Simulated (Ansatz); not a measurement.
The starting structures come from a database of crystals and need not be the phases stable at ambient conditions.

The decay constant κ of evanescent states in the gap governs leakage through a thin film.

```xyz
4
Lattice="3.8152 0.0000 0.0000 -1.9076 3.3041 0.0000 1.9076 1.1014 6.1422" Properties=species:S:1:pos:R:3 pbc="T T T"
La     3.8152     2.2027     3.0711
Ag     0.0000     0.0000     0.0000
O      1.9076     3.3041     2.0364
O      1.9076     1.1014     4.1058
```

Space group of this cell: R-3m. The cell is taken as given.

Transport runs along the normal of the first two printed cell vectors, the (001) plane of the conventional cell.

The gap is the functional's own. No spin-orbit coupling. Mid-gap values are interpolated on the energy grid.

Predict the band gap and the smallest decay constant κ at mid-gap from r2SCAN (Ansatz, a program for electronic structure).

Gap 3.33 eV on a 10×10×10 mesh; κ = 0.379 1/Å, at the zone centre.
